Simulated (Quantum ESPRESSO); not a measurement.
# Habitual settings against a tight run: Au (Fm-3m, 1 atom in the cell)

Self-consistent single point.

```
CELL_PARAMETERS angstrom
      0.00000     2.05436     2.05436
      2.05436     0.00000     2.05436
      2.05436     2.05436     0.00000
ATOMIC_POSITIONS crystal
  Au 0.00000 0.00000 0.00000
```

Method: LDA (PZ), GBRV 1.5 ultrasoft (LDA) pseudopotentials (plane waves; Quantum ESPRESSO).

Base settings: ecutwfc = 40 Ry; ecutrho = 320 Ry; occupations = smearing; smearing = gauss; degauss = 0.0099958 Ry; potentials = {Au: au_lda_v1.uspp.F.UPF}; K_POINTS = automatic 9 9 9 0 0 0; conv_thr = 1e-10 Ry.

Tight run (finer mesh or higher cutoff; not a proven limit): ecutwfc: 40 Ry → 56 Ry; ecutrho: 320 Ry → 448 Ry; conv_thr: 1e-10 Ry → 7.3e-11 Ry; K_POINTS: automatic 9 9 9 0 0 0 → automatic 13 13 13 0 0 0. It gave Fermi level (on the code's own zero) 14.90 eV; pressure -8.32 GPa.

Quick runs, as changes from the base:
- A: the base itself
- B: ecutwfc: 40 Ry → 20 Ry; ecutrho: 320 Ry → 160 Ry; K_POINTS: automatic 9 9 9 0 0 0 → automatic 4 4 4 0 0 0
- C: ecutwfc: 40 Ry → 32 Ry; ecutrho: 320 Ry → 256 Ry; smearing: gauss → mp; pseudopotentials: {Au: au_lda_v1.uspp.F.UPF} → {Au: au_pbesol_v1.uspp.F.UPF}; K_POINTS: automatic 9 9 9 0 0 0 → automatic 6 6 6 0 0 0 [PBEsol]
- D: ecutwfc: 40 Ry → 20 Ry; ecutrho: 320 Ry → 160 Ry; pseudopotentials: {Au: au_lda_v1.uspp.F.UPF} → {Au: au_pbesol_v1.uspp.F.UPF}; K_POINTS: automatic 9 9 9 0 0 0 → automatic 2 2 2 0 0 0 [PBEsol]
- E: ecutwfc: 40 Ry → 24 Ry; ecutrho: 320 Ry → 192 Ry; degauss: 0.0099958 Ry → 0.0147 Ry; conv_thr: 1e-10 Ry → 7.3e-05 Ry; K_POINTS: automatic 9 9 9 0 0 0 → automatic 3 3 3 0 0 0
- F: degauss: 0.0099958 Ry → 0.019992 Ry; K_POINTS: automatic 9 9 9 0 0 0 → automatic 4 4 4 0 0 0

Energies are extrapolated to zero smearing width, which holds to low order in the width alone (under cold and Methfessel-Paxton smearing the free energy itself is taken).

Dashes: energy of C, D, another energy zero; pressure of E, not trusted under this conv_thr with d or f elements.

† marks runs with another functional, U, potentials or spin treatment: their distance from the tight run is not a convergence error alone.

The count of work is k-points × plane waves × bands × iterations; it is no time. 

The starting cell comes from a database of computed structures (which also holds hypothetical and non-ambient phases and stackings), without a prior relaxation at this level. Its lattice was rescaled by a random factor within 2.5 % of one. In the base run, with a pressure of about -8 GPa the cell is away from its equilibrium volume at this level.

```
run  energy less tight (meV/atom)  pressure less tight (GPa)  count of work / tight
---  ----------------------------  -------------------------  ---------------------
A                           -19.5                       0.19                   0.25
B                           569.7                     -26.22                  0.019
C†                              –                       5.94                  0.081
D†                              –                      26.51                 0.0078
E                          -360.9                          –                 0.0063
F                           208.4                       2.75                  0.058
```

Among the runs at the tight run's level, the energy misses run from 19.5 to 569.7 meV/atom.
